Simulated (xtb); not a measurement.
xtb 6.7.1, GFN2-xTB: Ti(OMe)(OtBu)3 (C[O][Ti]([O]C(C)(C)C)([O]C(C)(C)C)[O]C(C)(C)C), 48 atoms. The geometry is a generated start, not checked to be a minimum at this level.

| Property | Result |
|---|---|
| run flags | --grad |
| method | GFN2-xTB |
| --acc | 1 (default) |
| --etemp (K) | 300 (default) |
| basis functions | 108 |
| valence electrons | 110 |

Charge 0 and multiplicity 1 are set for this test and not shown to be the ground state.

One run each on 1 thread. Values of broydamp tried: 0.02, 0.05, 0.1, 0.2, 0.4 (default), 0.6, 0.8, 1.

Task: Predict the course of the SCC iterations along this series.

Result: Fewest SCC iterations, within one of each other: 0.4 (default) with 11, 0.6 with 11, 0.8 with 12, 1 with 12. The count rises to 18 at 0.02. All converge to one solution.

```csv
broydamp,SCC iterations,end
0.02,18,same solution
0.05,16,same solution
0.1,15,same solution
0.2,13,same solution
0.4 (default),11,same solution
0.6,11,same solution
0.8,12,same solution
1,12,same solution
```
